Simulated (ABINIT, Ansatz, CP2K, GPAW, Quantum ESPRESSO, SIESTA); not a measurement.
## Al3Sc (Pm-3m, 4 atoms in the cell) computed with different codes at matched settings

Self-consistent single point.

```
CELL_PARAMETERS angstrom
      4.02579     0.00000     0.00000
      0.00000     4.02579     0.00000
      0.00000     0.00000     4.02579
ATOMIC_POSITIONS crystal
  Sc 0.00000 0.00000 0.00000
  Al 0.00000 0.50000 0.50000
  Al 0.50000 0.00000 0.50000
  Al 0.50000 0.50000 0.00000
```

Shared settings, as Ansatz (an electronic-structure program) writes them: kpoints.mp_grid.grid = 7 7 7; scf.occupations.method = fermi_dirac; scf.occupations.width = 0.01 Ry. Potentials and cutoffs stand in the table.

| code | model | pressure (GPa) | cutoff |
|---|---|---|---|
| GPAW | PBEsol, GPAW PAW datasets PBEsol (made by gpaw-setup) | 3.60 | 800 eV |
| CP2K | PBEsol, GPW, DZVP-MOLOPT-SR-GTH basis, GTH-PBE potentials (GTH_POTENTIALS) | 4.39 | grid 600 Ry |
| ABINIT | PBEsol, norm-conserving pseudopotentials (PseudoDojo nc-sr-04 PBEsol standard) | 3.27 | 39 Ha |
| Ansatz | PBEsol, default PAW files made with PBE | 3.35 | default |
| Quantum ESPRESSO | PBEsol, PSlibrary PAW (PBE) pseudopotentials | 3.16 | 55 Ry |
| SIESTA | GGA PBEsol, numerical atomic orbitals DZP, PseudoDojo PBEsol standard norm-conserving potentials (rewritten from UPF to PSML) | 2.65 | grid 300 Ry |

The spread over the programs that give each value: pressure within 1.74 GPa.

CP2K and SIESTA use small atom-centred bases, whose incompleteness enters pressures, forces and empty levels differently from a plane-wave cutoff. Ansatz's pressure is given at a fixed set of plane waves, as the other plane-wave codes print theirs; with its correction for the finite basis it is 3.41 GPa. In the pressure, CP2K (by 1.08) lies more than 1 GPa from the median of the plane-wave programs.

The starting cell has typed, rounded lattice constants, without a prior relaxation at this level. Its lattice was rescaled by a random factor within 2.5 % of one.

Left out of this page: Elk (not drawn, or without a comparable value).

Keys are those of Ansatz 0.2.
